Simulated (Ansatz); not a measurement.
The starting structures come from a database of crystals and need not be the phases stable at ambient conditions.

Tunnelling through a barrier is set by its complex band structure: the current falls as exp(−2κd) with the smallest κ.

Here is the system:

```xyz
16
Lattice="5.7502 0.0000 0.0000 0.0000 7.8632 0.0000 2.8751 0.0000 9.8413" Properties=species:S:1:pos:R:3 pbc="T T T"
Rb     6.8900     5.8974     6.2228
Rb     4.0149     1.9658     3.6184
Ta     2.6185     5.8974     2.0869
Ta     5.4937     1.9658     7.7543
Cu     2.5359     3.9316     0.0000
Cu     2.5359     0.0000     0.0000
Cu     2.6216     1.9658     7.7893
Cu     5.4968     5.8974     2.0519
Se     4.0500     5.8974     4.0416
Se     6.9251     1.9658     5.7996
Se     6.9048     1.9658     9.7814
Se     4.0297     5.8974     0.0598
Se     4.0758     7.8414     7.7795
Se     1.2007     0.0218     2.0617
Se     4.0758     3.9534     7.7795
Se     1.2007     3.9098     2.0617
```

Space group of this cell: Ama2. The cell is taken as given; by PBEsol its mean pressure is -2.5 GPa.

Transport runs along the normal of the first two printed cell vectors.

The gap is the functional's own. No spin-orbit coupling. Mid-gap values are interpolated on the energy grid.

Problem. Predict the band gap and the smallest decay constant κ at mid-gap from PBEsol (Ansatz, a first-principles code).

Solution. Gap 1.70 eV on a 6×4×6 mesh; κ = 0.346 1/Å, at the zone centre.
